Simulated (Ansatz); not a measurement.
CaO (Fm-3m) under uniaxial stress along [001] (compression positive): electron conductivity mass by r2SCAN, rigid bands (plane waves, PAW, scalar-relativistic; Ansatz, an electronic-structure program). The unloaded cell, whose axes the loads refer to:

```cif
data_Ca4O4
_chemical_formula_sum 'Ca4 O4'
_space_group_name_H-M_alt 'Fm-3m'
_space_group_IT_number 225
_space_group_name_Hall '-F 4 2 3'
_cell_length_a 4.76714
_cell_length_b 4.76714
_cell_length_c 4.76714
_cell_angle_alpha 90.000
_cell_angle_beta 90.000
_cell_angle_gamma 90.000
loop_
_atom_site_label
_atom_site_type_symbol
_atom_site_symmetry_multiplicity
_atom_site_Wyckoff_symbol
_atom_site_fract_x
_atom_site_fract_y
_atom_site_fract_z
_atom_site_occupancy
Ca1 Ca 4 a 0.00000 0.00000 0.00000 1
O1 O 4 b 0.50000 0.50000 0.50000 1
```
(The calculation used a cell of 2 atoms; values per cell refer to that cell.)

```csv
uniaxial stress along [001] (compression positive) (GPa),volume per atom (Å³),electron conductivity mass (mₑ)
-11,14.40,0.591
-6.6,13.89,0.576
-2.2,13.63,0.569
0,13.54,0.566
2.2,13.46,0.566
6.6,13.33,?
11,13.22,0.559
```

Question: Fit a straight line to ln(electron conductivity mass) against the load over the rows given, and predict the row at 6.6 GPa.

Answer: The means are x̄ = -1.100 GPa and ȳ = -0.5602; Σ(x − x̄)(y − ȳ) = -0.6806 and Σ(x − x̄)² = 288.0, so the slope is -0.236 % per GPa, and the rows given lie within 1.1 % of the line. At 6.6 GPa the line gives 0.561 mₑ; the calculation gives 0.562 mₑ, 0.22 % from it.

Masses are for dilute carriers at 300 K, harmonic means over directions unless an axis is named. Spin-orbit coupling is left out. Stresses and pressures are the targets of the relaxation. The structure type is held at every load. Geometry: cell and atoms relaxed with PBEsol.
